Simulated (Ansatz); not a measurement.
A relaxation of cell and atoms of Sb2Au (Pa-3, 12 atoms in the cell) with Ansatz (a first-principles code).

Computed with r2SCAN, default PAW files made with PBE (plane waves; Ansatz).

```
Sb2Au
1.0
    6.65830     0.00000     0.00000
    0.00000     6.65830     0.00000
    0.00000     0.00000     6.65830
Au Sb
4 8
Cartesian
  0.00000   0.00000   0.00000
  3.32915   0.00000   3.32915
  3.32915   3.32915   0.00000
  0.00000   3.32915   3.32915
  2.50352   2.50352   2.50352
  0.82563   4.15478   5.83267
  5.83267   0.82563   4.15478
  4.15478   5.83267   0.82563
  4.15478   4.15478   4.15478
  5.83267   2.50352   0.82563
  0.82563   5.83267   2.50352
  2.50352   0.82563   5.83267
```

Reference input (self-consistent single point, DFT, r2SCAN, plane waves, default PAW files made with PBE): kpoints.mp_grid.grid = 3 3 3; hamiltonian.xc = r2scan; hamiltonian.pseudopotentials = {kind: paw} (the program's default PAW files); scf.occupations.method = cold; scf.occupations.width = 0.0147 Ry. This run's input differs from it in these lines:

```diff
@@ -25,2 +25,4 @@
   occupations: { method: cold, width: 0.0147 Ry }
+relax:
+  cell: { p_target: 10.0 GPa }
 output:
```

The program printed (abridged):

```
   [... SCF lines of the steps left out ...]
relax step   1: F+E_penalty+E_count = -104647.57822712 eV  Δ(F+E_penalty+E_count) = +0.000e0 eV  max|allowed force component| = 6.420e-3 eV/Å  Δτ_max = 0.0000 Å  P = +3.193 GPa  Ω = 295.182 Å³  (7 SCF iters, dr2 threshold 1.00e-7 eV, accepted)
relax step   2: F+E_penalty+E_count = -104644.43728057 eV  Δ(F+E_penalty+E_count) = +3.141e0 eV  max|allowed force component| = 1.607e-1 eV/Å  Δτ_max = 0.0049 Å  P = +24.222 GPa  Ω = 254.076 Å³  energy of the carried Pulay correction = +6.812e-3 eV  [...]
   [... lines left out ...]
relax step   5: F+E_penalty+E_count = -104646.88449501 eV  Δ(F+E_penalty+E_count) = -1.800e-2 eV  max|allowed force component| = 4.758e-4 eV/Å  Δτ_max = 0.0003 Å  P = +10.002 GPa  Ω = 277.764 Å³  energy of the carried Pulay correction = +2.767e-3 eV [...]
relax step   6: F+E_penalty+E_count = -104646.88200196 eV  Δ(F+E_penalty+E_count) = +2.493e-3 eV  max|allowed force component| = 5.313e-4 eV/Å  Δτ_max = 0.0000 Å  P = +9.996 GPa  Ω = 277.764 Å³  stress off target by 4.15e-3 GPa  SCF on the basis [...]
basis re-selected at this cell: Δ(F+E_penalty+E_count) = +2.493e-3 eV, ΔP = -0.007 GPa vs the last step
the relaxation is at rest under the 24 symmetry operations that the run kept from its start: a minimum is not shown …
Stability not checked (fill_not_monotonic)
Free energy (F): -104646.882002 eV
Internal energy: -104646.899430 eV  (E = F + TS)
   [... lines left out ...]
Fermi energy:    14.397961 eV
  cell:  # Å, volume = 277.7638 Å³
   [... lines left out ...]
    - { symbol: Sb, position: [0.6248193260396758, 0.6248193260396758, 0.6248193260396758] }
    - { symbol: Sb, position: [0.8751806739603242, 0.37518067396032423, 0.12481932603967576] }
    - { symbol: Sb, position: [0.12481932603967576, 0.8751806739603242, 0.37518067396032423] }
    - { symbol: Sb, position: [0.37518067396032423, 0.12481932603967576, 0.8751806739603242] }
```

The run converged. 

Summary of the result:
* **Free energy E − TS (on the zero of these files)**: -104646.8820 eV
* **Fermi level (on the code's own zero)**: 14.40 eV
* **Pressure**: 10.00 GPa
* **Final cell**: a = 6.5247 Å, b = 6.5247 Å, c = 6.5247 Å, α = 90.00°, β = 90.00°, γ = 90.00°
* **Final volume per atom**: 23.15 Å³
* **Relaxation steps**: 6

The starting cell comes from a database of published, mostly measured structures (it also holds non-ambient and calculated ones), without a prior relaxation at this level. The relaxation keeps the symmetry of its start, so its end need not be a minimum. Ansatz's pressure includes its estimate of the finite-basis (Pulay) stress. The run gives no clean gap (levels at the Fermi energy touch, overlap or are partly filled at this smearing), which alone does not show that the compound is a metal.

Cost on one core of a shared machine: roughly 2 min.

Keys are those of Ansatz 0.2.
